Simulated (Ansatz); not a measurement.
# OH on the 1x1 (100) surface of beta Ga2O3 (cut with top plane Ga + 2 O), one in a 1x1 cell, started at the site 'top O #2'

Host crystal: beta Ga2O3, with a band gap (PBE, scalar-relativistic without spin-orbit coupling).

Level of theory: PBE (plane waves to 420 eV, PAW; Ansatz, a program for electronic structure).

Slab: 22 atoms, 10.2 Å thick at the start under the adsorbate (thin: gaps and levels are the slab's own); k 6x4x1, smearing 0.01 eV, dipole-corrected; 10 atoms held, the rest relaxed; no symmetry held; spin-polarised, ending with about 1.0 μB a cell; orders that need a larger cell were not tried, no spin-orbit, no U, no dispersion correction. At the end it is bonded to Ga. In PBE it is, or lies within 0.03 eV of, the lowest of the starts that converged.

The adsorption energy against H2O(g) − ½ H2(g) comes out as 2.16 eV and the gap of the slab on its k-mesh comes out as 0.50 eV. The highest filled level below the top vacuum level is 6.99 eV and the change of the step from the bottom to the top vacuum level, against the clean slab comes out as 0.014 eV. The energy released by relaxation is 4.90 eV. The height of the binding atom over the mean of the host atoms within 0.3 Å of the top one comes out as 1.800 Å, the magnetic moment of the cell is 1.00 μB and the nearest host atoms of the binding atom comes out as Ga at 1.98 Å, O at 2.34 Å, O at 2.86 Å. The largest move of a host atom is 0.17 Å and the caution is the clean host was not checked against rearrangement in a larger or rattled cell. The note is in the relaxation the adsorbate left its starting site by 1.4 Å and the cost comes out as roughly 60 core-minutes.

A negative adsorption energy means that the adsorbate is more stable on the surface than in its reference.
